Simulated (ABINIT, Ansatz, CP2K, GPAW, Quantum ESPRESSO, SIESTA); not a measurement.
# CoSi2 (Fm-3m, 3 atoms in the cell) computed with different codes at matched settings

Self-consistent single point.

```xyz
3
Lattice="0.0000 2.7026 2.7026 2.7026 0.0000 2.7026 2.7026 2.7026 0.0000" Properties=species:S:1:pos:R:3 pbc="T T T"
Co     0.0000     0.0000     0.0000
Si     4.0540     4.0540     4.0540
Si     1.3513     1.3513     1.3513
```

All programs got the same cell, k-point mesh and kind of occupations (in Ansatz's words: kpoints.mp_grid.grid = 9 9 9; scf.occupations.method = fermi_dirac; scf.occupations.width = 0.136 eV); potentials, basis and cutoffs are each program's usual ones.

```csv
code,model,pressure (GPa),k-points,cutoff
ABINIT,"PBE, norm-conserving pseudopotentials (PseudoDojo nc-sr-05 PBE standard)",-4.00,35,96 Ry
CP2K,"PBE, GPW, DZVP-MOLOPT-SR-GTH basis, GTH-PBE potentials (GTH_POTENTIALS)",-3.96,365,grid 600 Ry
Quantum ESPRESSO,"PBE, PseudoDojo standard norm-conserving (PBE) pseudopotentials",-3.98,35,100 Ry
GPAW,"PBE, GPAW PAW datasets PBE (gpaw-data 1.0.1)",-2.97,35,800 eV
Ansatz,"PBE, PAW files",-4.06,35,420 eV
SIESTA,"GGA PBE, numerical atomic orbitals DZP, PseudoDojo PBE standard norm-conserving potentials (rewritten from UPF to PSML)",-4.18,365,grid 400 Ry
```

The spread over the programs that give each value: pressure within 1.21 GPa.

The starting cell comes from a database of computed structures (which also holds hypothetical and non-ambient phases and stackings), without a prior relaxation at this level. Its lattice was rescaled by a random factor within 2.5 % of one. On Ansatz's run: Spin polarisation is off. In the base run, with a pressure of about -4 GPa the cell is away from its equilibrium volume at this level.

Question: Why do the programs differ, and what cannot be compared?

Answer: Differences of this kind can come from the potentials, where these differ, and from what each basis and cutoff leave unconverged. The valence holds different numbers of electrons (ABINIT 25, CP2K 25, Quantum ESPRESSO 25, GPAW 17, Ansatz (a quantum-chemistry and plane-wave program) 25, SIESTA 25). The zero of total energies and Fermi levels follows the potentials and each program's conventions, so they are not compared here. CP2K and SIESTA use small atom-centred bases, whose incompleteness enters pressures, forces and empty levels differently from a plane-wave cutoff. Ansatz's pressure is given at a fixed set of plane waves, as the other plane-wave codes print theirs; with its correction for the finite basis it is -4.01 GPa. The programs reduce the same mesh by symmetry to different extents, which changes the work and not the result. In the pressure, GPAW (by 1.02) lies more than 1 GPa from the median of the plane-wave programs.

Left out of this page: Elk and FLEUR (not drawn, or without a comparable value).

Keys are those of Ansatz 0.2.
